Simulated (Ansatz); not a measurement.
Start from MgO in the rock salt structure (space group Fm-3m, No. 225; a = 4.214 Å).

Level of theory: PBEsol (Ansatz, a first-principles code, PAW, spin-orbit coupling left out).

Base values:

The band gap is 4.62 eV and the volume per atom is 9.36 Å³.

One thing is altered: cell and atoms relaxed at a pressure of 30 GPa.

Task: Predict the new band gap and volume per atom.

Result: The band gap goes up by 1.49 eV to 6.11 eV; the volume per atom shrinks by 1.24 Å³ (9.36 Å³ → 8.12 Å³).

Load acts through the strain it causes; cell and atoms are relaxed under it. Stability against distortions was not tested. Competing high-pressure phases were not computed.
